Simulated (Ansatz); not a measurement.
Take BaTiO$_{3}$ in the cubic perovskite structure (space group Pm-3m, No. 221) as the base.

```yaml
crystal:
  lattice:
    - [3.99442, 0.00000, 0.00000]
    - [0.00000, 3.99442, 0.00000]
    - [0.00000, 0.00000, 3.99442]
  atoms:
    - { symbol: Ba, position: [0.00000, 0.00000, 0.00000] }
    - { symbol: Ti, position: [0.50000, 0.50000, 0.50000] }
    - { symbol: O, position: [0.00000, 0.50000, 0.50000] }
    - { symbol: O, position: [0.50000, 0.50000, 0.00000] }
    - { symbol: O, position: [0.50000, 0.00000, 0.50000] }
```

Cartesian axes are those of the cell as printed.

The values are results of plane-wave PAW DFT at the r2SCAN level (Ansatz, a first-principles code, 500 eV), scalar-relativistic without spin-orbit coupling, earlier PAW set, not measurements.

Base values:

- Shortest interatomic distance: 1.997 Å
- Band gap: 2.18 eV
- Smallest direct gap: 2.28 eV

It is then changed as follows: uniaxial strain ε_yy = −2.51 %, all other strain components held at zero, atoms relaxed at fixed cell.

Q: Predict the new shortest interatomic distance, band gap and smallest direct gap.

A: The shortest interatomic distance drops by 0.050 Å to 1.947 Å; the band gap is nearly the same (2.18 eV against 2.19 eV); the smallest direct gap falls by 0.02 eV, from 2.28 eV to 2.26 eV.

No phonon test of stability was made. The final runs are not spin-polarised. Many cubic perovskites are stable only at high temperature; tilts and polar distortions were not tested. This is not the structure that BaTiO3 has at room temperature and ambient pressure.
